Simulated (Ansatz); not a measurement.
The parent structure is GaAs in the zinc blende structure (space group F-43m, No. 216; a = 5.659 Å).

Now apply this change: full substitution Ga → Al; the structure is relaxed again.

Levels (all Ansatz, an electronic-structure program, PAW): PBEsol (420 eV, no spin-orbit coupling); PBEsol+SOC (420 eV, noncollinear with spin-orbit coupling).

The geometry is relaxed with PBEsol.

| Item | Value |
|---|---|
| PBEsol valence-band top at Γ | 0.00, 0.00, 0.00 eV |
| PBEsol smallest direct gap | 1.91 eV |
| PBEsol lowest conduction level above the VBM at special points | X 1.34 eV; Γ 1.91 eV; L 2.05 eV; U 2.16 eV |

With PBEsol+SOC at the same geometry, the hole mass (degenerate bands, along [100]) amounts to 0.14, 0.46 mₑ (at Γ); the valence-band top at Γ (three highest Kramers pairs, from the VBM) changes from 0.00, 0.00, 0.00 eV to 0.00, 0.00, -0.30 eV; the smallest direct gap shrinks by 0.10 eV, from 1.91 eV to 1.81 eV; the lowest conduction level above the VBM at special points becomes X 1.25 eV; Γ 1.81 eV; L 1.96 eV; U 2.05 eV (PBEsol: X 1.34 eV; Γ 1.91 eV; L 2.05 eV; U 2.16 eV). The threefold valence maximum splits by Δso ≈ 0.30 eV.

Single points use the geometry relaxed with PBEsol. The spin-orbit shifts are approximate. Masses are band curvatures over ±0.01 Å⁻¹ around the edge. Stability against distortions was not tested.
